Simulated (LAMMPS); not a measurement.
Simulation of a melt made from Cu (fcc), 2048 atoms, at 2170 K and 0 GPa, brought to that temperature within a few picoseconds.

All values are model results, not measurements: classical MD, pair style adp, file AlCu.adp; code LAMMPS.

- state found = liquid
- density = 7.282 ± 0.002 g/cm³
- volume per atom = 14.491 ± 0.004 Å³/atom
- enthalpy per atom = -2.7663 ± 0.0007 eV/atom
- first peak of g(r) = 2.48 Å, height 2.4
- coordination number = 12.8 (counted to 3.58 Å)
- most common Cu-Cu-Cu angle = at the 3° bin centred on 55.5°, after smoothing over three bins (mean of all 96°)
- self-diffusion coefficient of Cu (not corrected for cell size) = (10.0 ± 0.2) × 10^-5 cm²/s
- shear viscosity (Green-Kubo) = 1.8 ± 0.2 mPa s
- mean frequency of the vibrational (phonon) density of states = 4.2 THz
- cost = around 17 core-minutes (rough)

Potential: file AlCu.adp of the LAMMPS distribution; its header cites Apostol and Mishin, Phys Rev B 83, 054116 (2011).

States go by the mean squared displacement: a species diffuses where it passes 1.5 Å², still rises and gives D over 1e-6 cm²/s; a crystal has left its structure where atoms lie 0.35 Å off their sites on average or a cubic box changes its shape by 3 %, or the axial ratios of another lie 8 % off the starting cell's, which the potential's own relaxation can also do.

Errors of D are the spread over four groups of atoms in one short run; a floor of about 5 %, a picked value, is safer.

The ± values are statistical; the model's systematic error is not in them.
